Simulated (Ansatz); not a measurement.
In a (6,0) germanium nanotube, spin-degenerate bands cross the Fermi level 2 times between Γ and the zone edge.

Method: PBE (plane waves to 420 eV, PAW; Ansatz, a first-principles code). Mesh 1×1×12. No spin polarisation. Isolated but for its images some 11 Å away. A hypothetical model, rolled from the flat sheet. Only distortions within the start's symmetry and period were free. Values not marked SOC lack spin–orbit coupling.

What are the conductance and the two-terminal resistance of a perfect, endless piece?

Each crossing on the half of the zone with k > 0 has a partner at −k, so it gives one mode in each direction. Counting spin there are 4 modes, each carrying e²/h = 38.74 μS. G = 4 × 38.74 = 155.0 μS and R = 1/G = 6.45 kΩ, whatever the length. Scattering by phonons, roughness and contacts can only raise R.
